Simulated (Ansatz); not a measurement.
The reference is TiC in the rock salt structure (space group Fm-3m, No. 225; relaxed with 0.1 eV smearing).

```yaml
crystal:
  lattice:
    - [0.00000, 2.13046, 2.13046]
    - [2.13046, 0.00000, 2.13046]
    - [2.13046, 2.13046, 0.00000]
  atoms:
    - { symbol: Ti, position: [0.00000, 0.00000, 0.00000] }
    - { symbol: C, position: [0.50000, 0.50000, 0.50000] }
```

Cartesian axes are those of the cell as printed.

All numbers come from LDA/PAW in Ansatz (a first-principles code), no SOC.

Before the change:

| Item | Value |
|---|---|
| Pressure | 0.0 GPa |

The change: the cell is stretched by 2.50 % along z with no lateral relaxation; the atoms relax in the strained cell.

Q: Predict the new energy relative to the base and pressure.

A: The energy grows by 10 meV/atom; the pressure (mean of the normal stresses, compression positive) goes from zero to -6.3 GPa.

Whether these cells are dynamically stable was not tested. The final runs are not spin-polarised.
